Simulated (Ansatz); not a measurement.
## TaBr₅ (C2/m, No. 12)

Calculation: LDA (Ansatz, an electronic-structure program, PAW).

Numerical settings: plane-wave cutoff 520 eV, 4×4×6 k mesh (along the axes of the cell as run), Fermi–Dirac smearing 0.01 eV, scalar-relativistic PAW data made under PBE.

Cell: relaxed at this level.

| Quantity | Result |
|---|---|
| band gap | 1.81 eV |
| smallest direct gap on the k points sampled | 1.85 eV |
| Γ–Γ gap | 1.86 eV |

Note: the volume lies 10 % below that of the published cell.

Spin–orbit coupling is not included.

Computed values are for the static lattice.
